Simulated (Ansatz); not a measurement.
The reference is YN in the rock salt structure (space group Fm-3m, No. 225; a = 4.856 Å).

The change: hydrostatic tension (pressure −1 GPa).

Levels (all Ansatz, a quantum-chemistry and plane-wave program, PAW): PBEsol (420 eV, no spin-orbit coupling); PBEsol+SOC (420 eV, noncollinear with spin-orbit coupling).

The geometry is relaxed with PBEsol.

PBEsol smallest direct gap: 0.47 eV
PBEsol lowest conduction level above the VBM at special points: X 0.09 eV; K 2.42 eV; U 2.42 eV; Γ 3.12 eV
PBEsol valence-band top at Γ: 0.00, 0.00, 0.00 eV

Question: Predict the hole mass, smallest direct gap, lowest conduction level above the VBM at special points and valence-band top at Γ from PBEsol+SOC.

Answer: The hole mass (degenerate bands, along [100]) is 0.22, 1.0 mₑ (at Γ); the smallest direct gap decreases by 0.05 eV (0.47 eV → 0.42 eV); the lowest conduction level above the VBM at special points goes from X 0.09 eV; K 2.42 eV; U 2.42 eV; Γ 3.12 eV to X 0.07 eV; K 2.40 eV; U 2.40 eV; Γ 3.09 eV; the valence-band top at Γ (three highest Kramers pairs, from the VBM) goes from 0.00, 0.00, 0.00 eV to 0.00, 0.00, -0.06 eV. The threefold valence maximum splits by Δso ≈ 0.06 eV.

Single points use the geometry relaxed with PBEsol. The spin-orbit shifts are approximate. Load acts through the strain it causes; cell and atoms are relaxed under it. Effective masses come from finite differences of ±0.01 Å⁻¹. Whether these cells are dynamically stable was not tested. The base started in Pnma and relaxed to Fm-3m at this level. The zero or small gap of YN can change with the level of theory.
